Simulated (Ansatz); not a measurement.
## Pressure series in SiO2

The parent structure is SiO$_{2}$ in the rutile structure (space group P4_2/mnm, No. 136; a = 4.195 Å, c = 2.678 Å).

Cell and atoms are relaxed at each pressure.

Method: Ansatz (a first-principles code) PBEsol, no spin-orbit coupling.

Two rows of this table had their results exchanged by mistake.

```
pressure          volume per atom (Å³)  shortest distance (Å)  band gap
----------------  --------------------  ---------------------  --------
pressure −2 GPa                   7.91                  1.768   5.25 eV
pressure −1 GPa                   7.63                  1.755   5.81 eV
pressure 0.9 GPa                  7.83                  1.764   5.40 eV
pressure 2.1 GPa                  7.80                  1.763   5.47 eV
pressure 4.5 GPa                  7.74                  1.760   5.59 eV
pressure 9 GPa                    7.88                  1.767   5.30 eV
pressure 15 GPa                   7.50                  1.748   6.10 eV
pressure 30 GPa                   7.21                  1.732   6.62 eV
```

**Question.** Which two?

**Answer.** The rows for pressure −1 GPa and pressure 9 GPa: the volume has to fall steadily with pressure, so 7.88 Å³ belongs to pressure −1 GPa and 7.63 Å³ to pressure 9 GPa.

Load acts through the strain it causes; cell and atoms are relaxed under it. Whether these cells are dynamically stable was not tested. Competing high-pressure phases were not computed.
